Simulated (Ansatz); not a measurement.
## Effect of biaxial strain +1.28 %, plane normal [001], relaxed out of plane on WSi2

The parent structure is WSi$_{2}$ (space group I4/mmm, No. 139; a = 3.212 Å, c = 7.807 Å; relaxed with 0.1 eV smearing). Axes: x, y, z lie along a, b, c of the conventional cell.

It is then changed as follows: biaxial strain +1.28 %, plane normal [001], relaxed out of plane (Cartesian); in-plane vectors clamped, the third vector and the atoms free.

All numbers come from DFT with r2SCAN, PAW potentials and a 500 eV plane-wave cutoff in Ansatz (an electronic-structure program), no spin-orbit coupling, earlier PAW set. Settings: 25×25×25 k-points, 0.1 eV Fermi–Dirac smearing.

```json
[
 {"quantity": "space group", "base": "I4/mmm (No. 139)", "changed": "I4/mmm (No. 139)", "shift": "–"},
 {"quantity": "energy relative to the base (free energy F)", "base": "0 meV/atom", "changed": "+7.1 meV/atom", "shift": "+7.1 meV/atom"},
 {"quantity": "pressure (mean of the normal stresses, compression positive)", "base": "0.0 GPa", "changed": "-4.3 GPa", "shift": "-4.3 GPa"},
 {"quantity": "band gap", "base": "zero", "changed": "zero", "shift": "–"},
 {"quantity": "out-of-plane strain", "base": "–", "changed": "-0.41 %", "shift": "–"},
 {"quantity": "ratio −ε⊥/ε∥", "base": "–", "changed": "0.32", "shift": "–"},
 {"quantity": "mean in-plane stress (compression positive)", "base": "–", "changed": "-6.5 GPa", "shift": "–"}
]
```

No phonon test of stability was made. The final runs are not spin-polarised.
